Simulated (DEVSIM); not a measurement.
Device: illuminated Si n-on-p cell, one wavelength, with a back-surface field, at 300 K.

Layer 1 from the left is Si, thickness (μm) 0.420, Nd (cm⁻³) 2.1e18, τn (s) 2.3e-7, τp (s) 7.8e-7, absorption coefficient (cm⁻¹) 9200. Layer 2 from the left is Si, thickness (μm) 30.0, Na (cm⁻³) 8.1e15, τn (s) 4.1e-6, τp (s) 4.1e-6, absorption coefficient (cm⁻¹) 9200. Layer 3 from the left is Si, thickness (μm) 0.110, Na (cm⁻³) 1.3e18, τn (s) 4.1e-6, τp (s) 4.1e-6, absorption coefficient (cm⁻¹) 9200.

Left contact: ohmic, minority hole recombination velocity 70000 cm/s. Right contact: ohmic, minority electron recombination velocity 30000 cm/s. Voltage is applied to the left contact. Recombination: SRH at mid-gap, radiative, Auger. Light enters at the left, 3.8e16 photons cm⁻² s⁻¹, one pass, no reflection. Mobility is μmin + (μ − μmin)/(1 + (N/Nref)^α).

The device is made up for the run: typed textbook-type constants, with dimensions and the other settings drawn at random. Values at 300 K.

Si: gap (eV) 1.124, affinity (eV) 4.05, permittivity 11.7, Nc (cm⁻³) 2.86e19, Nv (cm⁻³) 3.1e19, μn (cm²/Vs) 1417, μp (cm²/Vs) 470, μn,min 52, μp,min 45, Nref,n 9.7e16, Nref,p 2.2e17, αn 0.68, αp 0.72, B (cm³/s) 4.7e-15, Cn (cm⁶/s) 2.8e-31, Cp (cm⁶/s) 9.9e-32.

Simulated with DEVSIM: 1D drift-diffusion, Boltzmann statistics, complete ionisation; no tunnelling, impact ionisation, image-force lowering or self-heating.

Dark forward current:

| |V| (V) | |J| (A/cm²) |
|---|---|
| 0.05 | 1.167e-9 |
| 0.10 | 4.205e-9 |
| 0.15 | 1.291e-8 |
| 0.20 | 3.990e-8 |
| 0.25 | 1.345e-7 |
| 0.30 | 5.316e-7 |
| 0.35 | 2.555e-6 |
| 0.40 | 1.449e-5 |
| 0.45 | 9.111e-5 |
| 0.50 | 0.0006033 |
| 0.55 | 0.004079 |
| 0.60 | 0.02730 |
| 0.65 | 0.1653 |
| 0.70 | 0.8084 |
| 0.75 | 3.796 |
| 0.80 | 19.48 |
| 0.85 | 99.41 |
| 0.90 | 437.6 |
| 0.95 | 1502 |
| 1.00 | 3950 |

Work out the local ideality factor n = ΔV / (kT/q · ln(J2/J1)) between the rows 0.15 and 0.20 V, 0.50 and 0.55 V, 0.95 and 1.00 V.

kT/q = 25.85 mV. From 0.15 to 0.20 V: ln(3.990e-8/1.291e-8) = 1.128, n = 1.71. From 0.50 to 0.55 V: ln(0.004079/0.0006033) = 1.911, n = 1.01, near the 1 of diffusion or emission over a barrier. From 0.95 to 1.00 V: ln(3950/1502) = 0.967, n = 2.00.

What current could the absorbed light give at most, and what share is collected?

Σ αd = 28.1, so qΦ(1 − exp(−Σ αd)) = 6.09 mA/cm². The simulated short-circuit current is 5.566 mA/cm², a share of 0.91.

Estimate the open-circuit voltage by superposition: the voltage at which the dark current equals that short-circuit current.

Interpolating ln J in the table gives 0.558 V. The simulation gives 0.558 V, the same within the digits that matter. Superposition holds where collection doesn't change with voltage.

Estimate the fill factor from FF0 = (v − ln(v + 0.72))/(v + 1), v = qVoc/(nkT), with n from the dark curve.

The rows about Voc, 0.55 and 0.60 V, give n = 1.02, so v = 21.2 and FF0 = 0.816. The simulation gives 0.816, the same within the digits that matter.
